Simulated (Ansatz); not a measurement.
## A computed series for hypothetical P4/mmm Y2N: response to strain

Base system: Y₂N (space group P4/mmm, No. 123; a = 3.500 Å, c = 4.773 Å; a hypothetical phase, not in the database extracts checked; relaxed with 0.1 eV smearing). Axes: x, y, z lie along a, b, c of the conventional cell.

Strains are applied to the cell and any free atomic positions relax; under biaxial strain the out-of-plane vector relaxes too; under stress the whole cell relaxes.

Level of theory: DFT with PBE-D3(BJ), PAW potentials and a 420 eV plane-wave cutoff in Ansatz (a first-principles code), no spin-orbit coupling.

Notes on the quantities. energy relative to the base: free energy F.

```csv
variant,volume per atom,energy relative to the base
base,19.49 Å³,0 meV/atom
"biaxial strain −1.05 %, plane normal [001], relaxed out of plane",19.18 Å³,–
uniaxial strain ε_yy = +0.53 %,19.59 Å³,+0.3 meV/atom
"uniaxial stress, 3 GPa compression along z",19.35 Å³,+2.4 meV/atom
"uniaxial stress, 1 GPa compression along x",19.42 Å³,+0.4 meV/atom
```

Beyond what the load breaks, stability against distortions was not tested. The base started in P4/nmm and relaxed to P4/mmm at this level. The final runs are not spin-polarised. An odd electron count without spin: Y2N.
